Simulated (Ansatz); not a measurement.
Effect of Si on a Co site (antisite), symmetric start on CoSi2

Base system: a 24-atom supercell of CoSi2 (space group Fm-3m, No. 225; a = 5.3127 Å; non-magnetic) at its relaxed geometry.

It is then changed as follows: one Co atom is replaced by Si, atoms relaxed at fixed cell.

All numbers come from Ansatz (an electronic-structure program), PBEsol, PAW, cutoff 420 eV, no spin-orbit coupling, earlier PAW set. k-mesh 6×6×6 (Γ-centred); smearing 0.05 eV (Fermi–Dirac).

```tsv
quantity	base	changed	shift
total moment of the cell	–	0.0 μB	–
energy gained by relaxation	–	1.22 eV	–
largest displacement of a host atom from its site in the perfect cell	–	0.14 Å	–
mean distance from the defect site to its nearest host atoms	2.30 Å	2.44 Å	+0.14 Å
```

Cost of the whole job for the changed cell (relaxation, final SCF and bands): about 11 core-minutes (a rough figure).

The magnetic state is the one reached from the starting moments; the real material's order can differ, and small cells can't hold many antiferromagnetic ones. The cell is small, so the values are those of an ordered compound at a high defect concentration; dilute-limit values will differ. The defect started on the symmetric site and kept its symmetry, so it may sit on a saddle. Starting moments died away, wholly or in part, for Si on a Co site (antisite) and the base; another magnetic solution may exist. Spin-polarised in the final run: Si on a Co site (antisite); the other runs are not. An odd electron count without spin: CoSi2. The defect cell is spin-polarised and ends with 0.0 μB.
